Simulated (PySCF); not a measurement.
PySCF 2.14.0, TPSSH/def2-svp, df: Mo(NH)(S)(F)(Br) ([NH]=[Mo]([F])(=[S])[Br]), 6 atoms. The geometry is a generated start, not checked to be a minimum at this level.

- task = energy
- method = tpssh
- basis = def2-svp
- two-electron scheme = density fitting
- mol.max_memory = 3000 MB
- mf.max_cycle = 100
- mf.conv_tol = 1e-09 (default)
- mf.grids.level = 3 (default)
- effective core potentials = those of the basis set, past Kr
- basis functions = 114
- grid points = 99720

```xyz
6

Mo    -0.2679     0.1609     0.2405
N      0.5137    -0.7896    -0.9711
H      0.9938    -1.4211    -1.6027
S      0.6769    -0.1910     2.1386
F     -2.0068    -0.2019     0.4408
Br     0.0903     2.4427    -0.2461
```

Charge 0 and multiplicity 1 are set for this test and not shown to be the ground state.

With the defaults (mf.DIIS = CDIIS, mf.diis_space = 8, mf.diis = true, mf.init_guess = minao, mf.damp = 0, mf.diis_start_cycle = 1, mf.level_shift = 0) it converges in 15 Fock builds. One run each on 2 threads, 1 BLAS thread, with these changes:
- mf.DIIS = EDIIS
- mf.diis_space = 3
- mf.diis_space = 12
- mf.init_guess = 1e
- mf.damp = 0.7, mf.diis_start_cycle = 8
- mf.diis = false
- mf.init_guess = atom
- mf.diis_space = 20
- mf.level_shift = 0.1 Hartree

Q: Which runs fail or end elsewhere than the default run?

A: No convergence: mf.DIIS = EDIIS; mf.diis_space = 3; mf.diis = false (the run ends without SCF convergence in 100 cycles). The rest reach the solution of the defaults.

```csv
setting,Fock builds,end
the defaults,15,same solution
mf.diis_space = 12,15,same solution
mf.level_shift = 0.1 Hartree,15,same solution
mf.diis_space = 20,15,same solution
mf.init_guess = atom,17,same solution
"mf.damp = 0.7, mf.diis_start_cycle = 8",21,same solution
mf.init_guess = 1e,23,same solution
mf.DIIS = EDIIS,101,no convergence
mf.diis_space = 3,101,no convergence
mf.diis = false,101,no convergence
```
